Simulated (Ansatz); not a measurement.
Base system: WC (space group P-6m2, No. 187; a = 2.913 Å, c = 2.835 Å; relaxed with 0.1 eV smearing). Axes: x lies along a and z along c of the hexagonal cell.

Level of theory: r2SCAN (Ansatz, an electronic-structure program; PAW; 500 eV plane waves; no spin-orbit coupling).

Perturbation: the cell is stretched by 3.00 % along z with no lateral relaxation; the atoms relax in the strained cell.

Q: Estimate the effect on the energy relative to the base and stress.

A: The energy rises by 27 meV/atom; the stress (xx, yy, zz, yz, xz, xy; compression positive) comes out as (-4.6, -4.6, -27.2, 0.0, 0.0, 0.0) GPa.

Stability against distortions was not tested. The final runs are not spin-polarised.
